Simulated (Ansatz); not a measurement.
Consider WSi2 (space group I4/mmm, No. 139; a = 3.229 Å, c = 7.870 Å; relaxed with 0.1 eV smearing). Axes: x, y, z lie along a, b, c of the conventional cell.

(Cell as relaxed with PBE.)

Levels (all Ansatz, a program for electronic structure, PAW, earlier PAW set): PBE (420 eV, spin-orbit coupling left out); r2SCAN (500 eV, no SOC).

Each level relaxes its own structure.

| base | PBE | r2SCAN |
|---|---|---|
| volume per atom | 13.68 Å³ | 13.42 Å³ |
| lattice parameter a | 3.229 Å | 3.212 Å |
| band gap | zero | zero |

It is then changed as follows: uniaxial stress, 0.5 GPa compression along z, with the cell and atoms free to relax against it.

```csv
quantity,PBE,r2SCAN
"strain response (xx, yy, zz)","(+0.02, +0.02, −0.10) %",?
energy relative to the base (free energy F),0.0 meV/atom,?
shortest interatomic distance,2.602 Å,?
```

Given the PBE results, estimate those of r2SCAN.


- strain response (xx, yy, zz), r2SCAN: (+0.02, +0.02, −0.09) %
- energy relative to the base (free energy F), r2SCAN: 0.0 meV/atom
- shortest interatomic distance, r2SCAN: 2.577 Å

PBE's shortest interatomic distance lies 0.0256 Å above r2SCAN's (1.0 %); the two agree on the energy relative to the base. Neither level is exact; r2SCAN is the comparison here, not a measurement.

Stability under load was not tested beyond the relaxation. All final runs are without spin polarisation.
